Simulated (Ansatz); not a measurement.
A zone-centre phonon calculation of VMo (Cmmm, 2 atoms in the cell) with Ansatz (a quantum-chemistry and plane-wave program).

Method of the run: LDA (PW92), default PAW files made with PBE (plane waves; Ansatz).

```
VMo
1.0
    1.52959    -2.21291     0.00000
    1.52959     2.21291     0.00000
    0.00000     0.00000     4.20786
V Mo
1 1
Cartesian
  1.52959   0.00000   2.10393
  0.00000   0.00000   0.00000
```

Reference input (self-consistent single point, DFT, LDA (PW92), plane waves, default PAW files made with PBE): basis.ecutwfc = 420 eV; kpoints.mp_grid.grid = 13 13 8; hamiltonian.xc = lda; hamiltonian.pseudopotentials = {kind: paw} (the program's default PAW files); scf.occupations.method = gaussian; scf.occupations.width = 0.1 eV. This run's input differs from it in these lines:

```diff
@@ -22,6 +22,6 @@
     width: 0.1
-output:
-  forces: true
-  eigenvalues: true
-  stress: true
+  convergence:
+    dr2_threshold: 1.0e-05 eV
+phonons:
+  method: dfpt
```

Output, abridged:

```
SCF iter   1: F=—  HF=-7703.496798 eV  |F-HF|=—  |Δ(HF+E_count)|=         —  Δρ=9.76e-3  dr2=3.33e-2  ethr=1.77e-3  ⟨swp⟩=4.2  Hψ=17811  notcnv=0
all-band conjugate gradients solve this SCF's bands
preconditioner: auto → none
SCF iter   2: F=—  HF=-7703.496778 eV  |F-HF|=—  |Δ(HF+E_count)|=   2.09e-5  Δρ=7.12e-3  dr2=2.33e-2  ethr=1.23e-4  ⟨swp⟩=1.0  Hψ=6375  notcnv=0
SCF iter   3: F=—  HF=-7703.495061 eV  |F-HF|=—  |Δ(HF+E_count)|=   1.72e-3  Δρ=1.20e-3  dr2=7.47e-4  ethr=8.63e-5  ⟨swp⟩=1.4  Hψ=4452  notcnv=0
SCF iter   4: F=—  HF=-7703.494970 eV  |F-HF|=—  |Δ(HF+E_count)|=   9.11e-5  Δρ=6.09e-4  dr2=8.60e-5  ethr=2.77e-6  ⟨swp⟩=3.0  Hψ=7802  notcnv=0
iter 5 did not close the SCF: its close was put off for the readings that it lacked (scf_convergence_deferred on its scf_iter line)
SCF iter   5: F=-7703.494942 eV  HF=-7703.494942 eV  |F-HF|=5.03e-7  |Δ(HF+E_count)|=   2.81e-5  Δρ=9.06e-5  dr2=1.38e-6  ethr=3.19e-7  ⟨swp⟩=2.0  Hψ=7029  notcnv=0
SCF iter   6: F=-7703.494942 eV  HF=-7703.494942 eV  |F-HF|=2.74e-8  |Δ(HF+E_count)|=   4.73e-8  Δρ=1.98e-5  dr2=7.39e-8  ethr=5.12e-9  ⟨swp⟩=6.4  Hψ=25706  notcnv=0
SCF 1 converged in 6 iterations: F = -7703.494942 eV  dr2 = 7.39e-8
DFPT response loops at Γ: preconditioner auto → Kerker (q_TF=auto, 2.704 Å⁻¹) (partly filled bands, converged f_vac=0.000) …
Free energy (F): -7703.494942 eV
Internal energy: -7703.487783 eV  (E = F + TS)
E sigma→0 (E₀):  -7703.491362 eV
Entropy (-TS):   -0.007160 eV (-3.580 meV/atom)
Fermi energy:    18.954212 eV
--- Phonons (Γ-DFPT): 6 representative perturbations + reference, on 245 of 1352 k-points (Σ response iterations 18) ---
  k mesh reduced under 8 symmetry operations, with k and −k counted as one. Each operation leaves every solved displacement unchanged or reverses it
  ASR residual: 7.583e-3 → 0.000e0 eV/Å²; symmetrization residual: 1.177e-6 eV/Å²
  ASR residual per site (eV/Å²): 7.58e-3 3.36e-3
  Γ frequencies (cm⁻¹): 0.00 0.00 0.00 228.26 238.53 267.92
  non-analytic LO–TO correction: not included (Born effective charges unavailable; polar crystals: no LO–TO splitting at Γ)
```

The run converged in 6 iterations.  The full log also holds: “iter 5 did not close the SCF: its close was put off for the readings that it lacked (scf_convergence_deferred on its scf_iter line)”.

Summary of the result:
* **Free energy E − TS (on the zero of these files)**: -7703.4949 eV
* **Fermi level (on the code's own zero)**: 18.95 eV
* **Zone-centre frequencies (cm⁻¹; negative means imaginary)**: 0, 0, 0, 228, 239, 268

The starting cell comes from a database of computed structures (which also holds hypothetical and non-ambient phases and stackings), without a prior relaxation at this level. Its lattice was rescaled by up to half a per cent. Spin polarisation is off.

Cost on one core of a shared machine: roughly 70 s.

Keys are those of Ansatz 0.2.
